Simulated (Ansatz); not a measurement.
Results of r²SCAN (Ansatz, a first-principles code, PAW) for Al₁₂W (Im-3, No. 204).

Numerical settings: plane-wave cutoff 560 eV, 10×10×10 k mesh, Fermi–Dirac smearing 0.05 eV, no spin polarisation, scalar-relativistic PAW data made under PBE.

Pressure at four volumes; x = ln(V/16.485 Å³). One pressure is withheld.

| V (Å³/atom) | x | P (GPa) |
|---|---|---|
| 15.826 | -0.0408 | 4.33 |
| 16.485 | 0.0000 | -0.01 |
| 16.815 | 0.0198 | -1.80 |
| 17.144 | 0.0392 | ? |

Problem. Pass a parabola P(x) through the three rows shown, estimate the bulk modulus and its pressure derivative near zero pressure, and predict the withheld pressure.

Solution. Slopes between the rows: (-0.01 − (4.33))/(0.0000 − (-0.0408)) = -106.37 and (-1.80 − (-0.01))/(0.0198 − (0.0000)) = -90.40 GPa. Their difference over the span 0.0606 is c = 15.97/0.0606 = 263.5 GPa, so P(x) = 4.33 + (-106.37)(x − (-0.0408)) + 263.5 (x − (-0.0408))(x − (0.0000)). At the middle row B = −dP/dx = −[-106.37 + 263.5 × 0.0408] = 95.6 GPa, and B′ = dB/dP = 2c/B = 5.5. At x = 0.0392 the parabola gives -3.35 GPa; the run gives -3.38 GPa. The Birch–Murnaghan fit to the energies at all volumes has B0 = 95.6 GPa and B′ = 5.3.

Spin–orbit coupling is not included.
